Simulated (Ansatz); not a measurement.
An Ansatz (a program for electronic structure) input (Kohn–Sham DFT with the PBEsol functional, run in Ansatz with PAW and 420 eV plane waves, no SOC):

Ansatz 0.2 input:
```yaml
crystal:
  lattice:
    - [5.7311441094, 0, 0]
    - [0, 5.7311441094, 0]
    - [0, 0, 5.9425387692]
  atoms:
    - { symbol: Cs, position: [0, 0, 0] }
    - { symbol: Pb, position: [0.5, 0.5, 0.5] }
    - { symbol: Br, position: [0.5, 0, 0.5] }
    - { symbol: Br, position: [0, 0.5, 0.5] }
    - { symbol: Br, position: [0.5, 0.5, 0] }
basis: { ecutwfc: 420, ecutrho_ratio: 4, xc_grid: 2, fft_grid_basis: typed }
kpoints: { mp_grid: { grid: [6, 6, 6] } }
hamiltonian:
  xc: pbesol
  dispersion: none
  pseudopotentials: { kind: paw }
scf: { occupations: { method: fermi_dirac, width: 0.05 } }
relax: { f_tol: 0.005, max_steps: 50, cell: { stress_tol: 0.01, fix: [a, b, gamma] } }
output: { forces: true, stress: true }
checkpoint: { write: state.ck, write_every: 1000 }
```

Problem. Which symmetry and how many k-points will the program report, and about how many plane waves at Γ?

Solution. Space group P4/mmm (ITA 123) with 16 operations, k-points 40 of 216, and 3839 plane waves at Γ.

Problem. And the final pressure?

Solution. 1.07 GPa (compression positive).

The cells carry an imposed strain or load. Stability against distortions was not tested. The cell was made from CsPbBr$_{3}$ in the cubic perovskite structure (space group Pm-3m, No. 221) by this change: biaxial strain −2.40 %, plane normal [001], relaxed out of plane. Many cubic perovskites are stable only at high temperature; tilts and polar distortions were not tested. This is not the structure that CsPbBr3 has at room temperature and ambient pressure.
